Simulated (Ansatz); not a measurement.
CsPbBr3: isotropic strain −2.40 %

Base system: CsPbBr3 in the cubic perovskite structure (space group Pm-3m, No. 221; a = 5.872 Å).

The change: the cell is scaled by 0.9760 in all directions, atoms relaxed at fixed cell.

Calculations: PBEsol/PAW in Ansatz (a first-principles code), spin-orbit coupling left out. k-mesh 6×6×6 (Γ-centred); smearing 0.05 eV (Fermi–Dirac).

The space group stays Pm-3m (No. 221) and the shortest interatomic distance shrinks by 0.070 Å to 2.866 Å. The energy goes up by 15 meV/atom and the band gap drops by 0.33 eV to 1.10 eV. The gap character stays direct at R and the mean gap deformation potential ΔEg/Δln V comes out as +4.6 eV. The electron mass (degenerate bands, along [100]) goes from 0.077, 0.74, 0.74 mₑ (at R) to 0.063, 0.67, 0.67 mₑ (at R) and the hole mass goes from 0.13 mₑ (at R) to 0.097 mₑ (at R). The valley order (the lowest conduction-band minima on the path, energy above the VBM, named in the base's zone) changes from R along ⟨111⟩ 1.43 eV; Γ 2.88 eV to R along ⟨111⟩ 1.10 eV; Γ 2.47 eV.

Final structure:

```
CsPbBr3
1.0
    5.73114     0.00000     0.00000
    0.00000     5.73114     0.00000
    0.00000     0.00000     5.73114
Cs Pb Br
1 1 3
Direct
  0.00000   0.00000   0.00000
  0.50000   0.50000   0.50000
  0.50000   0.00000   0.50000
  0.00000   0.50000   0.50000
  0.50000   0.50000   0.00000
```

With Pb present, leaving out spin-orbit coupling can change the band edges. Masses are band curvatures over ±0.01 Å⁻¹ around the edge. Whether these cells are dynamically stable was not tested. Many cubic perovskites are stable only at high temperature; tilts and polar distortions were not tested. This is not the structure that CsPbBr3 has at room temperature and ambient pressure.
